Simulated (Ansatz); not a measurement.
ZnSe, element substitutions

Start from ZnSe in the zinc blende structure (space group F-43m, No. 216).

```yaml
crystal:
  lattice:
    - [0.00000, 2.86651, 2.86651]
    - [2.86651, 0.00000, 2.86651]
    - [2.86651, 2.86651, 0.00000]
  atoms:
    - { symbol: Se, position: [0.75000, 0.75000, 0.75000] }
    - { symbol: Zn, position: [0.00000, 0.00000, 0.00000] }
```

Each row replaces one element on all its sites; cell and atoms are relaxed.

Level of theory: Ansatz (a program for electronic structure), PBE, PAW, cutoff 420 eV, spin-orbit coupling left out, earlier PAW set.

```
variant  lattice parameter a    band gap
-------  -------------------  ----------
base                 5.733 Å     1.15 eV
Zn → Al              6.040 Å        zero
Zn → Cd           (withheld)     0.49 eV
Se → S               5.444 Å  (withheld)
```

Problem. What belongs in the blanks?

Solution. 
- Zn → Cd, lattice parameter a: 6.196 Å
- Se → S, band gap: 2.01 eV

Stability against distortions was not tested. As relaxed here, AlSe is a hypothetical phase, not in the database extracts checked. The final runs are not spin-polarised. An odd electron count without spin: AlSe.
